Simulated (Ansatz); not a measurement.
# TiC: response to strain

The parent structure is TiC in the rock salt structure (space group Fm-3m, No. 225; a = 4.328 Å). Axes: x, y, z lie along the cube axes.

Strains are applied to the cell and any free atomic positions relax; under biaxial strain the out-of-plane vector relaxes too; under stress the whole cell relaxes.

The values are results of r2SCAN (Ansatz, a quantum-chemistry and plane-wave program), spin-orbit coupling left out, not measurements.

Notes on the quantities. energy relative to the base: free energy F; pressure: mean of the normal stresses, compression positive.

```csv
variant,energy relative to the base,space group,pressure
base,0 meV/atom,Fm-3m (No. 225),0.0 GPa
"biaxial strain −0.84 %, plane normal [001], relaxed out of plane",+2.7 meV/atom,I4/mmm (No. 139),[?]
"biaxial strain +0.84 %, plane normal [001], relaxed out of plane",+2.6 meV/atom,I4/mmm (No. 139),-3.2 GPa
isotropic strain +5.97 %,+0.224 eV/atom,Fm-3m (No. 225),-32.2 GPa
uniaxial strain ε_yy = −3.76 %,[?],I4/mmm (No. 139),11.6 GPa
uniaxial strain ε_zz = −2.15 %,+8.4 meV/atom,I4/mmm (No. 139),6.2 GPa
uniaxial strain ε_zz = +4.70 %,+31 meV/atom,I4/mmm (No. 139),-10.1 GPa
"uniaxial stress, 2 GPa compression along x",+0.3 meV/atom,I4/mmm (No. 139),–
tensor shear ε_xz = −1.91 %,+8.6 meV/atom,Immm (No. 71),0.1 GPa
"uniaxial stress, 3 GPa tension along x",+0.6 meV/atom,I4/mmm (No. 139),–
```

What belongs in the blanks?


- biaxial strain −0.84 %, plane normal [001], relaxed out of plane, pressure: 3.5 GPa
- uniaxial strain ε_yy = −3.76 %, energy relative to the base: +27 meV/atom

Without a gap, meshes like the base's 18×18×18 leave anisotropic stresses uncertain by several tenths of a GPa, and small strain energies with them. Stability under load was not tested beyond the relaxation. The final runs are not spin-polarised.
